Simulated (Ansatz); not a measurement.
Gd on the Hf site + O vacancy in monoclinic HfO2 (start: the Hf site; O(1) 2.05 Å away; 96-site cell, 2×2×2 shifted sampling). All values below come from PBE, PAW (plane waves to 420 eV; Ansatz, a program for electronic structure). Total energies of the localised charge states, counted from that of charge +1, and their image corrections (point charge with alignment); the host's valence-band maximum lies at 13.691 eV on the cells' energy zero and its gap is 4.04 eV.

```csv
charge,moment (μB),E − E(first) (eV),correction (eV)
+1,7.0,0.000,-0.008
0,6.0,16.375,0.000
```

Problem. Derive the transition levels above the valence-band maximum and say which of them are thermodynamic.

Solution. A level is the Fermi energy at which two charges have equal formation energy: ε(q/q′) = [E(q′) + corr(q′) − E(q) − corr(q)] / (q − q′) − E_VBM.
ε(+1/0) = [(16.375 + 0.000) − (0.000 + -0.008)] / 1 − 13.691 = 2.69 eV
Thermodynamic levels at least 0.1 eV inside the gap: (+1/0) at 2.69 eV. They hold to tenths of an eV in this cell. Charges with a result: +1, 0. Others weren't obtained, and one of them could lie lower, also by skipping a charge. The geometries come from one start. Flagged in the runs: a host whose relaxation on this sampling wasn't shown to rest, a strain field that reaches the edge of the cell.
